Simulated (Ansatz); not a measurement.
Consider MgTe in the wurtzite structure (space group P6_3mc, No. 186; a = 4.5609 Å, c = 7.4130 Å). Axes: x lies along a and z along c of the hexagonal cell.

Calculations: Ansatz (a first-principles code), PBEsol, PAW, cutoff 420 eV, no spin-orbit coupling.

Strains are applied to the cell and any free atomic positions relax; under biaxial strain the out-of-plane vector relaxes too.

One change was made to it. Results:

The pressure (mean of the normal stresses, compression positive) rises by 8.64 GPa to 8.63 GPa; the width of the top valence band increases by 0.40 eV (1.40 eV → 1.80 eV).

Task: Name the change that was made.
(A) biaxial strain −2.92 %, plane normal [001], relaxed out of plane
(B) biaxial strain +2.15 %, plane normal [001], relaxed out of plane
(C) isotropic strain −5.47 %

Result: C, isotropic strain −5.47 %. For comparison, the pressure in the other runs: biaxial strain −2.92 %, plane normal [001], relaxed out of plane gives 1.21 GPa; biaxial strain +2.15 %, plane normal [001], relaxed out of plane gives -0.80 GPa.

With Te present, leaving out spin-orbit coupling can change the band edges. The levels and masses belong to the bands next to the band gap. Whether these cells are dynamically stable was not tested.
